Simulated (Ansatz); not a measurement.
The reference is CrI3 in the BiI3 type structure (space group R-3, No. 148; a = 6.818 Å, c = 19.476 Å (hexagonal axes); ferromagnetic; layered, stacked along the Cartesian z axis).

Computed with Ansatz (a quantum-chemistry and plane-wave program), PBE-D3(BJ), PAW, cutoff 420 eV, no spin-orbit coupling, earlier PAW set.

Base values:

The magnetic state comes out as ferromagnetic and the band gap comes out as 1.09 eV.

Perturbation: a free-standing slab of 1 layer (8 atoms, 8 a layer) is cut normal to the stacking axis, with 15 Å of vacuum and the in-plane cell relaxed.

### Question
What happens to the excess energy per area of both faces, magnetic state and band gap?

### Answer
The excess energy per area of both faces (slab less bulk energy over the cell's area: twice a surface energy) is 0.28 J/m²; the magnetic state remains ferromagnetic; the band gap increases by 0.198 eV (1.09 eV → 1.28 eV).

Other magnetic orders, which the real material may have, were not ruled out. Slab and bulk use different k-meshes, which limits the precision of the excess energy. With I present, leaving out spin-orbit coupling can change the band edges. No phonon test of stability was made.
